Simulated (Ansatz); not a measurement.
Short convergence ladders for VIr3 (P4mm, 4 atoms in the cell)

```
CELL_PARAMETERS angstrom
      3.79774     0.00000     0.00000
      0.00000     3.79774     0.00000
      0.00000     0.00000     3.79774
ATOMIC_POSITIONS crystal
  V  0.00000 0.00000 0.01317
  Ir 0.50000 0.50000 0.00000
  Ir 0.00000 0.50000 0.50000
  Ir 0.50000 0.00000 0.50000
```

Base method: LDA (PW92), default PAW files made with PBE (plane waves; Ansatz, a quantum-chemistry and plane-wave program).

Base settings: basis.ecutwfc = 420 eV; kpoints.mp_grid.grid = 9 9 9; hamiltonian.xc = lda; hamiltonian.pseudopotentials = {kind: paw} (the program's default PAW files); scf.occupations.method = gaussian; scf.occupations.width = 0.1 eV.

The count of work is k-points × plane waves × bands × iterations; it is no time. Core times come from one kind of shared machine, to one figure; runs under 30 s give none.

**The cutoff for other potential files**

Level: DFT, LDA (PW92), plane waves, harder PAW files (source: ansatz) made with PBE.

In this ladder: hamiltonian.pseudopotentials = {kind: paw, source: ansatz}.

The second cell is the first with its lattice scaled by 0.98.

The mesh stays at the base's, so the ladder's end is converged at best in this setting alone.

The first pressure column holds Ansatz's estimate of the finite-basis (Pulay) stress, which hides part of the cutoff error; the other is without it.

Only quantities that move along the ladder and can be compared are tabulated.

```csv
basis.ecutwfc,free energy less the last step's (meV/atom),energy of the compressed cell less the first (meV/atom),pressure (GPa),pressure without the Pulay estimate (GPa),largest difference of a force vector from the last step's (eV/Å),count of work / last,core time / last (rough)
380 eV,3395.03,22.09,-0.25,-262.30,0.105,0.11,0.2
460 eV,490.06,22.90,-7.00,-45.92,0.020,0.14,0.2
590 eV,34.91,22.05,-6.81,-9.95,0.002,0.23,0.3
715 eV,2.99,21.99,-6.82,-7.14,0.000,0.31,0.3
840 eV,0.75,21.96,-6.82,-6.84,0.000,0.38,0.3
1010 eV,0.42,21.96,-6.82,-6.83,0.000,0.45,0.3
1260 eV,0.22,21.96,-6.83,-6.84,0.000,0.64,0.6
1680 eV,0.00,21.96,-6.83,-6.83,0.000,1.0,1
```

Coarsest basis.ecutwfc that holds the pressure without the Pulay estimate within 0.5 GPa of the last step, with all finer ones: 715 eV, at 0.31 of the last step's count of work and about 0.3 of the last step's time; the step before is off by 3.1 GPa.

Coarsest basis.ecutwfc that holds the free energy within 1 meV/atom of the last step, with all finer ones: 840 eV, at 0.38 of the last step's count of work and about 0.3 of the last step's time; the step before is off by 3.0 meV/atom.

Coarsest basis.ecutwfc that holds the pressure within 0.2 GPa of the last step, with all finer ones: 460 eV, at 0.14 of the last step's count of work and about 0.2 of the last step's time; the step before is off by 6.6 GPa.

The energy difference between the two cells stays within 1 meV/atom of the last step's from 380 eV on, the total only from 840 eV on: much of the error is common to both cells and cancels.

At the lowest cutoff the pressure without the Pulay estimate lies 255 GPa under the last step's, the usual sign of Pulay stress in an incomplete plane-wave basis.

**The relaxed cell against the cutoff**

On VIr3 (Pm-3m, 4 atoms in the cell): atoms on their sites.

In this ladder: relax = cell and atoms.

The mesh stays at the base's, so the ladder's end is converged at best in this setting alone.

Only quantities that move along the ladder and can be compared are tabulated.

| basis.ecutwfc | relaxed volume (Å³/atom) | relaxation steps |
|---|---|---|
| 210 eV | 12.996 | 42 |
| 250 eV | 13.751 | 12 |
| 295 eV | 13.423 | 12 |
| 355 eV | 13.419 | 7 |
| 420 eV | 13.422 | 5 |
| 505 eV | 13.421 | 5 |
| 630 eV | 13.421 | 5 |
| 840 eV | 13.421 | 5 |

Coarsest basis.ecutwfc that holds the relaxed volume within 0.067 Å³/atom of the last step, with all finer ones: 295 eV; the step before is off by 0.33 Å³/atom.

At the lowest cutoff the cell relaxes to a volume 3.2 % smaller than at the highest. Ansatz relaxes on a stress corrected for the finite basis.

On the base run: the starting cell comes from a database of computed structures (which also holds hypothetical and non-ambient phases and stackings), without a prior relaxation at this level. Its lattice was rescaled by up to half a per cent. One atom was moved a little off its site on purpose. Spin polarisation is off.

Keys are those of Ansatz 0.2.
